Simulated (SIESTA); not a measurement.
Checking a run of SIESTA on YW3O8 (P2/c, 24 atoms in the cell). The aim is a self-consistent single point with DFT, GGA PBEsol, numerical atomic orbitals DZP, PseudoDojo PBEsol standard norm-conserving potentials (rewritten from UPF to PSML).

Cell that was meant: a = 5.4469 Å, b = 5.8563 Å, c = 10.9711 Å, α = 90.00°, β = 117.30°, γ = 90.00°.

Part of the input:

```
    0   0   2  0.0
%endblock kgrid.MonkhorstPack
OccupationFunction           FD
ElectronicTemperature        2000.0 meV
Spin                         polarized
%block DM.InitSpin
  1 +0.00
```

Log, with long lists cut:

```
reinit: Reading from file input.fdf

reinit: System Name: YW3O8
reinit: System Label: YW3O8

NOTE on units for spin output:
   [... lines left out ...]
       -5.032707    0.000000    9.748687

outcell: Cell vector modules (Ang)   :    5.446930    5.856260   10.971100
outcell: Cell angles (23,13,12) (deg):     90.0000    117.3048     90.0000
outcell: Cell volume (Ang**3)        :    310.9698
new_DM -- step:     1
Initializing Density Matrix...

Attempting to read DM from file... Failed...
DM filled with atomic data (user-defined):

InitMesh: MESH = 60 x 72 x 120 = 518400
InitMesh: Mesh cutoff (required, used) =   350.000   417.759 Ry

stepf: Fermi-Dirac step function
        iscf     Eharris(eV)        E_KS(eV)     FreeEng(eV)     dDmax    Ef(eV) dHmax(eV)
   scf:    1   -21473.676977   -21666.203133   -21765.879759  0.805605 -4.009665 16.607557
     spin moment: {S} , |S| = {        0.0        0.0    1.05428 }     1.05428
   scf:    2   -21738.292589   -21707.250902   -21815.460207  0.043741 -4.177029  9.669337
     spin moment: {S} , |S| = {        0.0        0.0    1.12064 }     1.12064
   scf:    3   -21712.218835   -21721.155680   -21842.865486  0.060086 -4.426152  1.753806
   [... lines left out ...]
     spin moment: {S} , |S| = {        0.0        0.0   -0.00160 }    -0.00160
   scf:   18   -21720.530698   -21720.530952   -21843.374859  0.000030 -4.490093  0.000652
     spin moment: {S} , |S| = {        0.0        0.0   -0.00241 }    -0.00241
   scf:   19   -21720.530125   -21720.530538   -21843.374859  0.000015 -4.490222  0.000211
     spin moment: {S} , |S| = {        0.0        0.0   -0.00086 }    -0.00086
   scf:   20   -21720.530323   -21720.530431   -21843.374859  0.000005 -4.490244  0.000105
     spin moment: {S} , |S| = {        0.0        0.0   -0.00039 }    -0.00039
SCF Convergence by DM+H criterion
max |DM_out - DM_in|         :     0.0000051661
max |H_out - H_in|      (eV) :     0.0001049979
SCF cycle converged after 20 iterations

Using DM_out to compute the final energy and forces

siesta: E_KS(eV) =           -21720.5304

siesta: E_KS - E_eggbox =    -21720.5304

siesta: Atomic forces (eV/Ang):
     1    0.000000   -1.083842    0.000001
     2   -0.000000    1.083842   -0.000001
     3   -0.000000   -0.972895    0.000001
   [... 21 lines left out ...]
   Tot   -0.000000    0.000000    0.000000
   Max    1.801154
   Res    0.691083    sqrt( Sum f_i^2 / 3N )
   Max    1.801154    constrained

Stress tensor Voigt[x,y,z,yz,xz,xy] (kbar):     -229.18     -179.90     -177.95        0.00       38.04        0.00
   [... lines left out ...]
siesta: FreeEng =    -21843.374859
siesta: Cell volume =        310.969840 Ang**3
siesta:         195.67318908        220.47322059  kBar
   [... lines left out ...]
   [... 29 lines left out ...]

mulliken: Qtot =      101.000

Mulliken Atomic Populations:
Atom #   charge [q] valence [e]      Sz [e]  Species
     1     0.852159   10.147841    0.000036  Y
     2     0.852159   10.147841    0.000036  Y
     3     1.382782   12.617218   -0.000028  W
   [... 21 lines left out ...]
 Total    -0.000000               -0.000386
```

Q: Is anything amiss in this input, and did it matter?

A: The run is not sound. The fault is a smearing width that is far too large. A width of many tenths of an electronvolt moves electrons far across the Fermi level or the gap, and the free energy and its derivatives carry a large smearing term. To fix it, use a width small against the gap or band features. The run converged in 20 iterations without an error; against the sound input the free energy goes down by 2.60 eV/atom, the pressure goes from -14.06 to 19.57 GPa, the largest force goes from 1.644 to 2.201 eV/Å and the size of the net moment goes from 0.26 to 0.00 μB/atom.

An input that runs soundly differs in these lines (not the only fix; some lines may just follow from the change or write a value another way):
```diff
-ElectronicTemperature        2000.0 meV
+ElectronicTemperature        50.0 meV
```

With that input, the run converged in 41 iterations: free energy E − TS -21780.9050 eV; Fermi level (on the code's own zero) -4.24 eV; pressure -14.06 GPa; largest force (vector length) 1.644 eV/Å; size of the cell's spin moment 6.28 μB (DFT, GGA PBEsol, numerical atomic orbitals DZP, PseudoDojo PBEsol standard norm-conserving potentials (rewritten from UPF to PSML)).

On the sound input: the starting cell comes from a database of computed structures (which also holds hypothetical and non-ambient phases and stackings), without a prior relaxation at this level. The magnetic order is the one reached from the typed start; others were not searched systematically. Values carry the incompleteness of an atom-centred basis. With a pressure of about -14 GPa the cell is away from its equilibrium volume at this level. Forces in this geometry exceed 1 eV/Å. Without a gap this mesh is coarse (it stands for a supercell whose shortest vector is 16 Å).
